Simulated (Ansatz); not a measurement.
Consider Mg in the hcp (Mg type) structure (space group P6_3/mmc, No. 194; a = 3.195 Å, c = 5.197 Å; relaxed with 0.1 eV smearing).

Perturbation: the cell is scaled by 1.0299 in all directions; the atoms relax in the strained cell.

Levels (all Ansatz, an electronic-structure program, PAW): PBE (420 eV, no spin-orbit coupling); r2SCAN (500 eV, scalar-relativistic without spin-orbit coupling).

The geometry is relaxed with PBE.

PBE pressure: -2.7 GPa

Question: Predict the pressure from r2SCAN.

Answer: The pressure falls by 0.7 GPa (-2.7 GPa → -3.4 GPa).

Single points use the geometry relaxed with PBE. Their cutoffs differ, which shifts pressures a little. No phonon test of stability was made.
